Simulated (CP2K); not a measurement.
CP2K run on a (110) slab of InAs (cut from a parent of space group no. 216; 8 atoms in the cell): self-consistent single point.

Method of the run: LDA (Pade form), GPW, DZVP-MOLOPT-SR-GTH basis, GTH-PADE potentials (GTH_POTENTIALS) in CP2K.

The change in words: vacuum of 6 angstrom (first run: 14 Å); SURFACE_DIPOLE_CORRECTION: default → T. Reference geometry:
```
InAs
1.0
    6.04182     0.00000     0.00000
    0.00000     4.27221     0.00000
    0.00000     0.00000    20.40828
As In
4 4
Direct
  0.25000   0.25000   0.34300
  0.75000   0.75000   0.44767
  0.25000   0.25000   0.55233
  0.75000   0.75000   0.65700
  0.00000   0.25000   0.44767
  0.50000   0.75000   0.34300
  0.00000   0.25000   0.65700
  0.50000   0.75000   0.55233
```

Reference input (self-consistent single point, DFT LDA (Pade form), GPW, DZVP-MOLOPT-SR-GTH basis, GTH-PADE potentials (GTH_POTENTIALS)): CUTOFF = 500 Ry; REL_CUTOFF = 50 Ry; SMEAR/METHOD = FERMI_DIRAC; ELECTRONIC_TEMPERATURE = 580.23 K; KPOINTS/SCHEME = MONKHORST-PACK 2 3 1; GAMMA_CENTERED = T; XC_FUNCTIONAL = PADE; As/BASIS_SET = DZVP-MOLOPT-SR-GTH; As/POTENTIAL = GTH-PADE-q5; In/BASIS_SET = DZVP-MOLOPT-SR-GTH; In/POTENTIAL = GTH-PADE-q13; METHOD = GPW. This run's input differs from it in these lines:

```diff
@@ -11,2 +11,4 @@
     POTENTIAL_FILE_NAME GTH_POTENTIALS
+    SURFACE_DIPOLE_CORRECTION T
+    SURF_DIP_DIR Z
     &QS
@@ -64,3 +66,3 @@
     &CELL
-      ABC 6.04182000 4.27221200 20.40828100
+      ABC 6.04182000 4.27221200 12.40828200
       ALPHA_BETA_GAMMA 90.00000000 90.00000000 90.00000000
@@ -69,10 +71,10 @@
     &COORD
-      As       1.51045500     1.06805300     6.99999957
-      As       4.53136500     3.20415900     9.13609352
-      As       1.51045500     1.06805300    11.27218748
-      As       4.53136500     3.20415900    13.40828143
-      In       0.00000000     1.06805300     9.13609352
-      In       3.02091000     3.20415900     6.99999957
-      In       0.00000000     1.06805300    13.40828143
-      In       3.02091000     3.20415900    11.27218748
+      As       1.51045500     1.06805300     2.99999997
+      As       4.53136500     3.20415900     5.13609813
+      As       1.51045500     1.06805300     7.27218387
+      As       4.53136500     3.20415900     9.40828203
+      In       0.00000000     1.06805300     5.13609813
+      In       3.02091000     3.20415900     2.99999997
+      In       0.00000000     1.06805300     9.40828203
+      In       3.02091000     3.20415900     7.27218387
     &END COORD
```

Output, abridged:

```
 SCF WAVEFUNCTION OPTIMIZATION

  Step     Update method      Time    Convergence         Total energy    Change

 *******************************************************************************
 *   ___                                                                       *
 *  /   \                                                                      *
 * [ABORT]                                                                     *
 *  \___/       Dipole correction needs more vacuum space above the surface    *
 *    |                                                                        *
   [... lines left out ...]
 * / \                                                    surface_dipole.F:207 *
 *******************************************************************************

 ===== Routine Calling Stack =====

            9 calc_dipsurf_potential
            8 qs_ks_build_kohn_sham_matrix
            7 rebuild_ks_matrix
            6 qs_ks_update_qs_env
            5 scf_env_do_scf_inner_loop
            4 scf_env_do_scf
            3 qs_energies
            2 qs_forces
            1 CP2K
Abort(1) on node 0 (rank 0 in comm 0): application called MPI_Abort(MPI_COMM_WORLD, 1) - process 0
```

The program stopped with an error. 

The starting cell has typed, rounded lattice constants, without a prior relaxation at this level. The slab is cut from that crystal, and its faces are unrelaxed. Its lattice was rescaled by up to half a per cent. Values carry the incompleteness of an atom-centred basis.
